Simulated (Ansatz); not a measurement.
The parent structure is CsSnI3 in the cubic perovskite structure (space group Pm-3m, No. 221).

```
CsSnI3
1.0
    6.22511     0.00000     0.00000
    0.00000     6.22511     0.00000
    0.00000     0.00000     6.22511
Cs Sn I
1 1 3
Direct
  0.00000   0.00000   0.00000
  0.50000   0.50000   0.50000
  0.00000   0.50000   0.50000
  0.50000   0.50000   0.00000
  0.50000   0.00000   0.50000
```

Computed with r2SCAN in Ansatz (plane waves to 500 eV, PAW, spin-orbit coupling left out), earlier PAW set.

Before the change:

* **Valley order**: R along ⟨111⟩ 0.46 eV; Γ 2.54 eV

Perturbation: 0.724 electrons added to each cell, a density of 3.0×10^21 cm⁻³, with a uniform compensating background at fixed cell and a 300 K Fermi–Dirac width.

Q: How does this affect the Fermi level from band edge and valley order?

A: The Fermi level relative to the doped band's edge (positive inside the band; to 0.05 eV) comes out as +0.70 eV; the valley order (the lowest conduction-band minima on the path, energy above the VBM, named in the base's zone) changes from R along ⟨111⟩ 0.46 eV; Γ 2.54 eV to R along ⟨111⟩ 0.51 eV; Γ 1.67 eV.

Charged cell with a jellium background: band edges are those of the host's band count, energies are not comparable with the neutral cell, and many-body gap narrowing is missing. Spin-orbit coupling, missing from the scalar runs, can matter with I. The levels and masses belong to the bands next to the band gap. Stability against distortions was not tested. Many cubic perovskites are stable only at high temperature; tilts and polar distortions were not tested.

Ansatz is a first-principles code.
